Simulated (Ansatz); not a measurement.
## HfC (model structure, within 0.1 Å of P6₃/mmc, No. 194, 4 atoms in the cell)

All values below come from r²SCAN in Ansatz (PAW).

Run with plane-wave cutoff 560 eV, 12×12×6 k mesh (along the axes of the cell as run), Fermi–Dirac smearing 0.01 eV, scalar-relativistic PAW data made under PBE.

Cell (relaxed at this level):

```cif
data_C2Hf2
_chemical_formula_sum 'Hf2 C2'
_space_group_name_H-M_alt 'P63mc'
_space_group_IT_number 186
_space_group_name_Hall 'P 6c -2c'
_cell_length_a 3.83728
_cell_length_b 3.83728
_cell_length_c 4.63496
_cell_angle_alpha 90.000
_cell_angle_beta 90.000
_cell_angle_gamma 120.000
loop_
_atom_site_label
_atom_site_type_symbol
_atom_site_symmetry_multiplicity
_atom_site_Wyckoff_symbol
_atom_site_fract_x
_atom_site_fract_y
_atom_site_fract_z
_atom_site_occupancy
Hf1 Hf 2 b 0.66667 0.33333 0.43300 1
C1 C 2 b 0.33333 0.66667 0.44200 1
```

```
Property                Result
---------------  -------------
band gap         zero (no gap)
bulk modulus B0        192 GPa
```

Note: the bulk modulus is −V dP/dV from two relaxed cells at ±2 % in volume.

Spin–orbit coupling is not included; it can open a gap where bands touch, and shift volumes and moduli.

The result took roughly 7 core-minutes.

A model structure was made by putting elements into a prototype or built by hand; it is no filed structure, need not be a known phase, and can be a saddle point held by its symmetry.

Ansatz is a first-principles code.
